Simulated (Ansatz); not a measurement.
## Response to strain in Ag

The parent structure is Ag in the fcc (Cu type) structure (space group Fm-3m, No. 225; a = 4.104 Å; relaxed with 0.1 eV smearing). Axes: x, y, z lie along the cube axes.

Strains are applied to the cell and any free atomic positions relax; under biaxial strain the out-of-plane vector relaxes too.

Level of theory: Ansatz (a program for electronic structure) r2SCAN, no spin-orbit coupling.

Notes on the quantities. energy relative to the base: free energy F.

```csv
"biaxial strain, plane normal [111], relaxed out of plane (%)",energy relative to the base (meV/atom)
0,0.0
0.42,0.3
0.83,1.2
1.25,2.7
1.67,4.7
2.08,?
2.5,10.0
```

Question: Fit ΔE = Aε² + Bε³ (ε in %) to the rows shown and predict the withheld row.

Answer: Least squares on the printed values gives A = 1.85 and B = -0.099 meV/atom (largest residual 0.0 meV/atom); this predicts 7.1 meV/atom, and the run gives 7.1 meV/atom, in agreement.

Whether these cells are dynamically stable was not tested.
